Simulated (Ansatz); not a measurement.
Base system: SiC in the wurtzite structure (space group P6_3mc, No. 186; a = 3.075 Å, c = 5.049 Å).

Level of theory: r2SCAN in Ansatz (plane waves to 500 eV, PAW, scalar-relativistic without spin-orbit coupling), earlier PAW set.

One change was made to it. Results:

```csv
quantity,base,after
density,3.22 g/cm³,4.00 g/cm³
band gap,2.65 eV,2.32 eV
shortest interatomic distance,188.3 pm,175.2 pm
electron mass,"0.26 mₑ along c, 0.43 mₑ across (at K)","0.23 mₑ along c, 0.38 mₑ across (at K)"
```

Task: Name the change that was made.
(A) pressure 3 GPa
(B) pressure 7 GPa
(C) pressure −1 GPa
(D) pressure 75 GPa
(E) pressure 15 GPa

Result: D, pressure 75 GPa. For comparison, the band gap in the other runs: pressure 3 GPa gives 2.63 eV; pressure 15 GPa gives 2.56 eV; pressure −1 GPa gives 2.66 eV; pressure 7 GPa gives 2.61 eV.

Load acts through the strain it causes; cell and atoms are relaxed under it. Effective masses come from finite differences of ±0.01 Å⁻¹. Whether these cells are dynamically stable was not tested. Competing high-pressure phases were not computed.

Ansatz is an electronic-structure program.
